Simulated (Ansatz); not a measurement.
Results of PBEsol (plane waves, PAW; Ansatz, a first-principles code) for ZrN (model structure, started from the WC type, P-6m2, No. 187, 2 atoms in the cell).

Run with plane-wave cutoff 520 eV, 24×24×18 k mesh (along the axes of the cell as run), Fermi–Dirac smearing 0.05 eV, scalar-relativistic PAW data made under PBE.

Cell (relaxed at this level):

ZrN has the hexagonal space group P-6m2 (No. 187), Pearson symbol hP2. Lattice parameters: a = b = 3.1040 Å, c = 2.8927 Å, α = β = 90.00°, γ = 120.00°. Zr on 1a is surrounded by 6 N at 2.303 Å (trigonal prismatic). N on 1f sees 6 Zr at 2.303 Å (trigonal prismatic). (Neighbours: up to the widest gap in distance over summed covalent radii, below 1.35, at either atom; cation-cation and far metal-metal contacts left out.)

**Question.** What does this level give for the bulk modulus B0?

**Answer.** 
bulk modulus B0: 238 GPa

The run finds no gap.

Note: the bulk modulus is −V dP/dV from two relaxed cells at ±2 % in volume; the relaxation could raise the start's symmetry but not lower it, so the cell can be a saddle point.

A model structure was made by putting elements into a prototype or built by hand; it is no filed structure, need not be a known phase, and can be a saddle point held by its symmetry.
